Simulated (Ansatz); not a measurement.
# Effect of strain tensor (xx, yy, zz, yz, xz, xy) = (−1.46, +1.08, +0.67, +0.19, −0.96, +0.04) % on hypothetical rock salt YSi

Start from YSi in the rock salt structure (space group Fm-3m, No. 225; a = 5.746 Å; a hypothetical phase, not in the database extracts checked; relaxed with 0.1 eV smearing). Axes: x, y, z lie along the cube axes.

It is then changed as follows: the symmetric strain tensor [-0.0146 0.0003 -0.0096; 0.0003 0.0108 0.0018; -0.0096 0.0018 0.0067]; the atoms relax in the strained cell.

All numbers come from PBEsol (Ansatz, an electronic-structure program; PAW; 420 eV plane waves; spin-orbit coupling left out). Settings: 17×17×17 k-points, 0.1 eV Fermi–Dirac smearing.

The shortest interatomic distance shrinks by 0.042 Å (2.873 Å → 2.831 Å) and the energy increases by 4.5 meV/atom. The pressure (mean of the normal stresses, compression positive) stays essentially unchanged (0.0 GPa against -0.1 GPa) and the band gap is still zero. The stress (xx, yy, zz, yz, xz, xy; compression positive) is (2.5, -1.7, -1.1, 0.0, -0.1, 0.0) GPa.

Final structure:

```
CELL_PARAMETERS angstrom
     -0.02657     2.90911     2.89733
      2.80325     0.00632     2.86444
      2.83183     2.90480    -0.02226
ATOMIC_POSITIONS crystal
  Si 0.00000 0.00000 0.00000
  Y  0.50000 0.50000 0.50000
```

Stability against distortions was not tested. All final runs are without spin polarisation. An odd electron count without spin: YSi. YSi has a high density of states at the Fermi level and may be magnetic at this level.
